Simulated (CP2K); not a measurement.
Checking a run of CP2K on AgCl (P6_3/mmc, 4 atoms in the cell). The aim is a self-consistent single point with DFT PBEsol, GPW, DZVP-MOLOPT-PBE-GTH basis, GTH-PBE potentials (POTENTIAL_UZH).

Cell that was meant: a = 4.0682 Å, b = 4.0682 Å, c = 5.6700 Å, α = 90.00°, β = 90.00°, γ = 120.00°.

Part of the input:

```
      &END MIXING
      &SMEAR ON
        METHOD GAUSSIAN
        SIGMA 0.05
      &END SMEAR
    &END SCF
    &KPOINTS
```

Log, with long lists cut:

```
 GLOBAL| Method name                                                        CP2K
   [... lines left out ...]
                        No outer SCF

 Extrapolation method: initial_guess

 Number of electrons:                                                         36
 Number of occupied orbitals:                                                 18
 Number of molecular orbitals:                                                25

 Number of orbital functions:                                                 76
 Number of independent orbital functions:                                     76
 SCF WAVEFUNCTION OPTIMIZATION

  Step     Update method      Time    Convergence         Total energy    Change
     1 NoMix/Diag. 0.30E+00      -     1.97606274      -104.1454595625 -1.04E+02
     2 Broy./Diag. 0.30E+00      -     0.05228881      -104.1972891134 -5.18E-02
     3 Broy./Diag. 0.30E+00      -     0.03058504      -104.1002234101  9.71E-02
     4 Broy./Diag. 0.30E+00      -     0.00339088      -104.0424925577  5.77E-02
     5 Broy./Diag. 0.30E+00      -     0.00170171      -104.0233777457  1.91E-02
     6 Broy./Diag. 0.30E+00      -     0.00025626      -104.0263823018 -3.00E-03
     7 Broy./Diag. 0.30E+00      -     0.00005758      -104.0302810261 -3.90E-03
     8 Broy./Diag. 0.30E+00      -     0.00003165      -104.0304914341 -2.10E-04
     9 Broy./Diag. 0.30E+00      -     0.00000233      -104.0301189283  3.73E-04
    10 Broy./Diag. 0.30E+00      -     0.00000157      -104.0301254054 -6.48E-06
    11 Broy./Diag. 0.30E+00      -     0.00000010      -104.0301429655 -1.76E-05
  *** SCF run converged in    11 steps ***

  Overlap energy of the core charge distribution:               0.00000000170282
  Self energy of the core charge distribution:               -186.62378711232074
  Core Hamiltonian energy:                                     56.22178806546625
  Hartree energy:                                              43.69596512575493
  Exchange-correlation energy:                                -17.30885163642944
  Smearing free energy correction:                             -0.01525740845280
  Fermi energy:                                                 0.19939096769509

  Total energy:                                              -104.03014296547502
  Total energy (extrapolated to sigma->0):                   -104.02251426124862

   [... lines left out ...]
 STRESS|                        x                   y                   z
 STRESS|      x        1.16982362178E+04   1.47980334996E+01  -1.32409966347E-03
 STRESS|      y        1.47980334996E+01   1.17153251348E+04   7.47816492038E-04
 STRESS|      z       -1.32409966347E-03   7.47816492038E-04   2.49984812531E+04
 STRESS| 1/3 Trace                                             1.61373475352E+04
```

Is this run sound? If not, what is wrong?

The run is not sound. The fault is an energy in the wrong unit. A bare number is read in the key's own unit, and eV, Ry (13.6 eV) and Ha (27.2 eV) lie far apart, so the setting ends up far from the one that was meant. To fix it, convert the value to the unit that the key expects. The run converged in 11 iterations without an error; against the sound input the free energy falls by 28.0 meV/atom, the pressure goes from 1.14 to 1.61 GPa and no clean gap remains on the mesh (levels overlap or are partly filled), against 0.63 eV before.

The sound input it was made from differs as follows (other fixes are possible):
```diff
-        SIGMA 0.05
+        SIGMA [eV] 0.05
```

With that input, the run converged in 9 iterations: free energy E − TS -2830.6926 eV; top of the valence band (on the code's own zero) 4.11 eV; gap on the k-point mesh 0.63 eV; pressure 1.14 GPa (DFT PBEsol, GPW, DZVP-MOLOPT-PBE-GTH basis, GTH-PBE potentials (POTENTIAL_UZH)).

On the sound input: the starting cell was generated: these elements placed on a structure prototype, without a prior relaxation; it need not be a known phase or ordering of this composition. Its lattice was rescaled by a random factor within 2.5 % of one. Values carry the incompleteness of an atom-centred basis. The potentials were made for another functional than the one used.
